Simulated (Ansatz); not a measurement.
Start from AlV2C (space group P6_3/mmc, No. 194; a = 2.8848 Å, c = 13.1174 Å). Axes: x lies along a and z along c of the hexagonal cell.

Calculations: r2SCAN/PAW in Ansatz (a program for electronic structure), no SOC.

Before the change:

```
Item                            Result
-----------------------------  -------
Shortest interatomic distance  2.009 Å
```

It is then changed as follows: the symmetric strain tensor [-0.0171 -0.0016 -0.0232; -0.0016 0.0132 -0.0115; -0.0232 -0.0115 0.0044]; the atoms relax in the strained cell.

Estimate the effect on the energy relative to the base and shortest interatomic distance.

The energy grows by 20 meV/atom; the shortest interatomic distance drops by 0.0338 Å (2.009 Å → 1.976 Å).

Without a gap, meshes like the base's 18×18×4 leave anisotropic stresses uncertain by several tenths of a GPa, and small strain energies with them. No phonon test of stability was made. Starting moments died away, wholly or in part, for the base; another magnetic solution may exist. The final runs are not spin-polarised.
